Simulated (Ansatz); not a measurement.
# Element substitutions in hypothetical rock salt BeTe

Start from BeTe in the rock salt structure (space group Fm-3m, No. 225; a = 5.302 Å; a hypothetical phase, not in the database extracts checked).

Each row replaces one element on all its sites; cell and atoms are relaxed.

Levels (all Ansatz, a first-principles code, PAW, earlier PAW set): PBEsol (420 eV, no spin-orbit coupling); r2SCAN (500 eV, no spin-orbit coupling); PBEsol+SOC (420 eV, with spin-orbit coupling).

Pressures by level, all at the geometries relaxed with PBEsol:

```tsv
case	PBEsol	r2SCAN	PBEsol+SOC
base	0.0 GPa	2.8 GPa	0.1 GPa
Be → B	0.0 GPa	3.6 GPa	0.2 GPa
Te → Ge	0.0 GPa	1.6 GPa	0.0 GPa
```

Single points use the geometry relaxed with PBEsol. Their cutoffs differ, which shifts pressures a little. Differences between runs with and without spin-orbit coupling are approximate. No phonon test of stability was made. As relaxed here, BTe and BeGe are hypothetical phases, not in the database extracts checked. The runs without spin-orbit coupling are not spin-polarised. An odd electron count without spin: BTe.
